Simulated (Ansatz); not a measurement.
## A computed series for SnO2: element substitutions

Consider SnO₂ in the rutile structure (space group P4_2/mnm, No. 136).

```yaml
crystal:
  lattice:
    - [4.76919, 0.00000, 0.00000]
    - [0.00000, 4.76919, 0.00000]
    - [0.00000, 0.00000, 3.21201]
  atoms:
    - { symbol: Sn, position: [0.00000, 0.00000, 0.00000] }
    - { symbol: Sn, position: [0.50000, 0.50000, 0.50000] }
    - { symbol: O, position: [0.30628, 0.30628, 0.00000] }
    - { symbol: O, position: [0.80628, 0.19372, 0.50000] }
    - { symbol: O, position: [0.19372, 0.80628, 0.50000] }
    - { symbol: O, position: [0.69372, 0.69372, 0.00000] }
```

Each row replaces one element on all its sites; cell and atoms are relaxed.

Levels (all Ansatz, a first-principles code, PAW): PBEsol (420 eV, without spin-orbit coupling); r2SCAN (500 eV, no SOC).

Band gaps by level, all at the geometries relaxed with PBEsol:

```json
[
 {"case": "base", "PBEsol": "0.92 eV", "r2SCAN": "1.68 eV"},
 {"case": "Sn → Ti", "PBEsol": "1.87 eV", "r2SCAN": "…"},
 {"case": "O → Se", "PBEsol": "zero", "r2SCAN": "zero"}
]
```

Question: What belongs in the blanks?

Answer: 
- Sn → Ti, r2SCAN: 2.24 eV

Single points use the geometry relaxed with PBEsol. Stability against distortions was not tested. As relaxed here, SnSe2 is a hypothetical phase, not in the database extracts checked. The final runs are not spin-polarised. A zero or small gap of SnSe2 can be the functional's error rather than a property of the material.
